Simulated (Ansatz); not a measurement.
Take HfO2 in the fluorite structure (space group Fm-3m, No. 225; a = 5.0589 Å) as the base. Axes: x, y, z lie along the cube axes.

Method: r2SCAN (Ansatz, a quantum-chemistry and plane-wave program), without spin-orbit coupling, earlier PAW set.

A first run, uniaxial strain ε_yy = +1.30 %, gives secant values C11 ≈ 580 GPa and C12 ≈ 100 GPa from its stress. A second run applies uniaxial stress, 3 GPa tension along z.

Problem. What does linear elasticity predict for Young's modulus in the second run, and what does the run give?

Solution. Linear elasticity: (C11 − C12)(C11 + 2 C12)/(C11 + C12) = 550 GPa. The run gives 560 GPa; any difference comes from nonlinear terms at these strains and numerical noise.

Beyond what the load breaks, stability against distortions was not tested. This is not the structure that HfO2 has at room temperature and ambient pressure.
